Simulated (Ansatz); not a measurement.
System: S-vacancy pair (S on one host N site, one N site vacant) in zinc-blende BN (neutral cell). Level of theory: PBE, PAW (plane waves to 420 eV; Ansatz, an electronic-structure program).

Settings: 64 host sites, the relaxed PBE lattice, a 2×2×2 k-point mesh shifted by half a step, smearing 0.01 eV, spin-restricted, no image-charge correction. No zero-point or tunnelling terms. The charge state is imposed; whether it is stable for some Fermi level was not computed. Forms of the defect that were not tried may lie lower.

Barriers: single points on a 3×3×3 k-point mesh shifted by half a step at the bands' geometries.

A. the S atom itself jumps into the vacancy (S-vacancy distance between ideal sites 2.56 Å throughout); the atom moves 2.22 Å along (0.00, 0.43, -0.43) of the unit cell; the moving atom starts with neighbours 2 B at 1.80, B at 1.85, B at 1.94 Å and ends with 2 B at 1.80, B at 1.85, B at 1.94 Å; saddle order first order.
B. one N atom jumps into the vacancy from a nearby N site (S-vacancy distance between ideal sites 2.56 → 4.44 Å) (strongly reconstructed ends); the atom moves 2.67 Å along (-0.53, 0.03, 0.51) of the unit cell; the moving atom starts with neighbours B at 1.54, 2 B at 1.56, B at 1.57 Å and ends with 2 B at 1.48, B at 1.50 Å; saddle order first order.

Order them by forward barrier (lowest first) at the level PBE, PAW.

A (4.54 eV), B (5.36 eV)
